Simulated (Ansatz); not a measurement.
Consider Al₂Cu (space group I4/mcm, No. 140; a = 6.060 Å, c = 4.875 Å). Axes: x, y, z lie along a, b, c of the conventional cell.

(Cell as relaxed with PBE.)

Levels (all Ansatz, a program for electronic structure, PAW): PBE (420 eV, no SOC); r2SCAN (500 eV, no SOC).

Each level relaxes its own structure.

```csv
base,PBE,r2SCAN
volume per atom,14.92 Å³,14.40 Å³
lattice parameter a,11.451 bohr,11.349 bohr
band gap,zero,zero
```

The change: biaxial strain +0.92 %, plane normal [001], relaxed out of plane (Cartesian); in-plane vectors clamped, the third vector and the atoms free.

| quantity | PBE | r2SCAN |
|---|---|---|
| pressure (mean of the normal stresses, compression positive) | -1.1 GPa | -1.4 GPa |
| energy relative to the base (free energy F) | +1.6 meV/atom | +1.7 meV/atom |
| shortest interatomic distance | 4.571 bohr | 4.498 bohr |
| band gap | zero | zero |

PBE's pressure lies 0.3 GPa above r2SCAN's; PBE's shortest interatomic distance lies 0.073 bohr above r2SCAN's (1.6 %); the two agree on the band gap. Neither level is exact; r2SCAN is the comparison here, not a measurement.

A biaxial case was relaxed in a doubled cell and then solved in the primitive one. Without a gap, meshes like the base's 12×12×12 leave anisotropic stresses uncertain by several tenths of a GPa, and small strain energies with them. Stability against distortions was not tested. All final runs are without spin polarisation.
